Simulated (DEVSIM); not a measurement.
System: Schottky contact on n-type Si, at 300 K.

Layer 1 from the left is Si, thickness (μm) 0.640, Nd (cm⁻³) 1.5e16, τn (s) 0.00056, τp (s) 0.00056. Layer 2 from the left is Si, thickness (μm) 8.70, Nd (cm⁻³) 2e18, τn (s) 0.00056, τp (s) 0.00056.

Left contact: Schottky, work function 4.8 eV, emission velocity 2.5e6 cm/s. Right contact: ohmic. Voltage is applied to the left contact. Recombination: SRH at mid-gap, radiative, Auger. Mobility is constant in doping.

This is a model device: material constants are rounded textbook-type values typed into the input, and sizes, dopings and lifetimes were drawn at random. Values at 300 K.

Si: gap (eV) 1.124, affinity (eV) 4.05, permittivity 11.7, Nc (cm⁻³) 2.86e19, Nv (cm⁻³) 3.1e19, μn (cm²/Vs) 1417, μp (cm²/Vs) 470, B (cm³/s) 4.7e-15, Cn (cm⁶/s) 2.8e-31, Cp (cm⁶/s) 9.9e-32.

Simulated with DEVSIM: 1D drift-diffusion, Boltzmann statistics, complete ionisation; no tunnelling, impact ionisation, image-force lowering or self-heating. Metal contacts follow the ideal Schottky-Mott rule: no Fermi-level pinning, no interface dipoles.

What does the simulation give for the potential step across the device at zero bias, the dark forward voltage at 1 A/cm², the dark forward voltage at 100 A/cm²?

potential step across the device at zero bias 0.681 V; dark forward voltage at 1 A/cm² 0.331 V; dark forward voltage at 100 A/cm² 0.454 V.
